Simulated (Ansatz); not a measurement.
Worked example: relaxation of cell and atoms of TaAu (P4/mmm, 2 atoms in the cell) in Ansatz (a program for electronic structure).

Method: LDA (PW92), PAW files made with PBE (plane waves; Ansatz).

```
TaAu
1.0
    2.95589     0.00000     0.00000
    0.00000     2.95589     0.00000
    0.00000     0.00000     4.15809
Ta Au
1 1
Direct
  0.50000   0.50000   0.50000
  0.00000   0.00000   0.00000
```

Reference input (self-consistent single point, DFT, LDA (PW92), plane waves, PAW files made with PBE): basis.ecutwfc = 420 eV; kpoints.mp_grid.grid = 9 9 7; hamiltonian.xc = lda; hamiltonian.pseudopotentials = {kind: paw} (the program's default PAW files); scf.occupations.method = fermi_dirac; scf.occupations.width = 0.1 eV. This run's input differs from it in these lines:

```diff
@@ -18,2 +18,4 @@
   occupations: { method: fermi_dirac, width: 0.1 }
+relax:
+  cell: {}
 output:
```

Output, abridged:

```
   [... SCF lines of the steps left out ...]
relax step   1: F+E_penalty+E_count = -22549.80176049 eV  Δ(F+E_penalty+E_count) = +0.000e0 eV  max|allowed force component| = 3.510e-29 eV/Å  Δτ_max = 0.0000 Å  P = -16.648 GPa  Ω = 36.330 Å³  (9 SCF iters, dr2 threshold 1.00e-7 eV, accepted)
relax step   2: F+E_penalty+E_count = -22549.88997831 eV  Δ(F+E_penalty+E_count) = -8.822e-2 eV  max|allowed force component| = 2.919e-29 eV/Å  Δτ_max = 0.0000 Å  P = +15.524 GPa  Ω = 31.396 Å³  energy of the carried Pulay correction = +9.144e-4 eV  [...]
   [... lines left out ...]
relax step   5: F+E_penalty+E_count = -22549.97630535 eV  Δ(F+E_penalty+E_count) = -3.490e-5 eV  max|allowed force component| = 1.972e-31 eV/Å  Δτ_max = 0.0000 Å  P = +0.000 GPa  Ω = 33.266 Å³  energy of the carried Pulay correction = +5.512e-4 eV  [...]
relax step   6: F+E_penalty+E_count = -22549.97575782 eV  Δ(F+E_penalty+E_count) = +5.475e-4 eV  max|allowed force component| = 1.578e-30 eV/Å  Δτ_max = 0.0000 Å  P = -0.002 GPa  Ω = 33.266 Å³  stress off target by 6.82e-3 GPa  SCF on the basis [...]
basis re-selected at this cell: Δ(F+E_penalty+E_count) = +5.475e-4 eV, ΔP = -0.002 GPa vs the last step
the relaxation is at rest under the 16 symmetry operations that the run kept from its start: a minimum is not shown …
Free energy (F): -22549.975758 eV
Internal energy: -22549.929211 eV  (E = F + TS)
E sigma→0 (E₀):  -22549.952485 eV
Entropy (-TS):   -0.046547 eV (-23.273 meV/atom)
Fermi energy:    21.212355 eV
--- Forces (eV/Å), atoms counted from 1 ---
  atom   1  Ta     0.00000000     0.00000000     0.00000000
   [... lines left out ...]
  cell:  # Å, volume = 33.2663 Å³
    - [2.859494945180837, 1.546966788388707e-33, -6.015978573943422e-34]
    - [2.2345075832281322e-33, 2.859494945180837, 5.37141245968301e-36]
    - [-2.4179312720324202e-34, 7.556044682983858e-36, 4.068426201446116]
  atoms:
    - { symbol: Ta, position: [0.5, 0.5, 0.49999999999999994] }
    - { symbol: Au, position: [2.6876732205676764e-34, 1.0750692882270705e-33, 1.7120341494642067e-34] }
```

The run converged. 

Summary of the result:
```
Property                                                                                    Value
-----------------------------------------------  ------------------------------------------------
Free energy E − TS (on the zero of these files)                                    -22549.9758 eV
Fermi level (on the code's own zero)                                                     21.21 eV
Pressure                                                                                 0.00 GPa
Final cell                                       a = b = 2.859 Å, c = 4.068 Å, α = β = γ = 90.00°
Final volume per atom                                                                    16.63 Å³
Relaxation steps                                                                                6
```

The starting cell comes from a database of computed structures (which also holds hypothetical and non-ambient phases and stackings), without a prior relaxation at this level. Its lattice was rescaled by a random factor within 2.5 % of one. Spin polarisation is off. The relaxation keeps the symmetry of its start, so its end need not be a minimum. Ansatz's pressure includes its estimate of the finite-basis (Pulay) stress.

Keys are those of Ansatz 0.2.
